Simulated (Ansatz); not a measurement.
Defect: Sc-vacancy pair (Sc on one host Al site, one Al site vacant) in wurtzite AlN, charge state -3. All values below come from PBE, PAW (plane waves to 420 eV; Ansatz, a program for electronic structure).

Cell of 72 host sites held at the relaxed PBE lattice; the Γ point alone; Fermi-Dirac width 0.01 eV, spin-restricted; finite-size errors left in. No zero-point or tunnelling terms. The charge state is imposed; whether it is stable for some Fermi level was not computed. Forms of the defect that were not tried may lie lower.

Barriers: single points on a 2×2×2 k-point mesh shifted by half a step along c at the bands' geometries (they differ from the bands' own by up to 0.16 eV, and are uncertain by about as much).

A. Sc and the vacancy change places (Sc-vacancy distance between ideal sites 3.09 Å throughout); the atom moves 2.83 Å along (0.62, 0.31, 0.45) of the unit cell; the moving atom starts with neighbours N at 1.98, N at 2.07, 2 N at 2.08 Å and ends with N at 1.92, 2 N at 2.06, N at 2.20 Å; the start lies 0.27 eV above the lowest site run; saddle order not checked, on a symmetry element.
B. a nearby Al atom hops onto the vacant site (Sc-vacancy distance between ideal sites 3.09 → 4.40 Å); the atom moves 3.04 Å along (0.00, -0.97, 0.01) of the unit cell; the moving atom starts with neighbours N at 1.80, N at 1.90, N at 1.92, N at 1.94 Å and ends with N at 1.80, 2 N at 1.90, N at 1.94 Å; the start lies 0.27 eV above the lowest site run; saddle order not checked.

A band can be held on a symmetry element, so unchecked saddle points there may be too high.

**Question.** Order them by forward barrier (lowest first) at the level PBE, PAW.

**Answer.** A (1.30 eV), B (2.30 eV)
